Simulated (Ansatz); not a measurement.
Gap of a one-dimensional CsCl body, 2 atoms a period at several levels, all on one geometry.

```xyz
2
Lattice="11.0000 0.0000 0.0000 0.0000 11.0000 0.0000 0.0000 0.0000 6.3677" Properties=species:S:1:pos:R:3 pbc="T T T"
Cs     5.5000     5.5000     0.0000
Cl     5.5000     5.5000     3.1839
```

Levels: PBE (plane waves to 420 eV, PAW; Ansatz, a program for electronic structure); PBE with spin-orbit coupling in Ansatz; r2SCAN (plane waves to 500 eV, PAW; Ansatz); HSE06 run with Ansatz. Unmarked values and the geometry are of the first. Mesh 1×1×48. No spin polarisation. One-dimensional cell, images about 11 Å apart. A hypothetical model. Only distortions within the start's symmetry and period were free. Pairing along the axis, which can open a gap, is among the distortions not tried. HSE06 ran on a 1×1×3 mesh and at PBE's edge points.

```json
[
 {"level": "PBE", "gap (eV)": "3.98"},
 {"level": "PBE+SOC", "gap (eV)": "[?]"},
 {"level": "r2SCAN", "gap (eV)": "4.78"},
 {"level": "HSE06", "gap (eV)": "5.03"}
]
```

**Question.** Complete the blanks.

**Answer.** 
- PBE+SOC, gap (eV): 3.97
